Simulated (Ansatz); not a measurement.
The parent structure is Hf in the hcp (Mg type) structure (space group P6_3/mmc, No. 194; a = 3.1982 Å, c = 5.0489 Å; relaxed with 0.1 eV smearing). Axes: x lies along a and z along c of the hexagonal cell.

Level of theory: Ansatz (a quantum-chemistry and plane-wave program) r2SCAN, no spin-orbit coupling, earlier PAW set.

Base values:

Pressure: 0.0 GPa

It is then changed as follows: the cell is stretched by 0.91 % along x with no lateral relaxation; the atoms relax in the strained cell.

### Question
How does this affect the pressure and energy relative to the base?

### Answer
The pressure (mean of the normal stresses, compression positive) goes from zero to -1.0 GPa; the energy goes up by 1.1 meV/atom.

Stability against distortions was not tested. The final runs are not spin-polarised.
